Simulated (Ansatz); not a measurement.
Take BN in the zinc blende structure (space group F-43m, No. 216; a = 3.581 Å) as the base. Axes: x, y, z lie along the cube axes.

Method: DFT with LDA, PAW potentials and a 420 eV plane-wave cutoff in Ansatz (a first-principles code), without spin-orbit coupling.

Base values:

| Property | Result |
|---|---|
| Valley order | X along ⟨100⟩ 4.39 eV |

Now apply this change: tensile biaxial strain of 0.50 % in the plane normal to [001], as in epitaxy on a mismatched substrate; the out-of-plane cell vector and the atoms relax.

Predict the new valley order and out-of-plane strain.

The valley order (the lowest conduction-band minima on the path, energy above the VBM, named in the base's zone) changes from X along ⟨100⟩ 4.39 eV to X along [001] 4.25 eV; X along [100] 4.38 eV; the out-of-plane strain comes out as -0.23 %.

The levels and masses belong to the bands next to the band gap. Stability against distortions was not tested.
